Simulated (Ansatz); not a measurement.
Band gap of SiO2 (P4₃2₁2, No. 96, 36 atoms in the cell; start mp-559872) at several levels of theory

No measured value is used here.

```
level (code)                value (eV)
---------------------  ---------------
LDA (Ansatz)                (withheld)
r²SCAN (Ansatz)        6.36 (indirect)
r²SCAN+rVV10 (Ansatz)  6.27 (indirect)
```

Q: Fill in the missing entries.

A: 
- LDA (Ansatz, a program for electronic structure), value (eV): 5.57 (indirect)

Computed values are for a static lattice.  Each level is taken at its own relaxed cell. Cutoffs differ between the levels. Ansatz's density-functional and Hartree–Fock values are scalar-relativistic unless marked +SOC, with PAW data made under PBE.

A start named mp-… is a Materials Project structure, which need not be a measured phase.
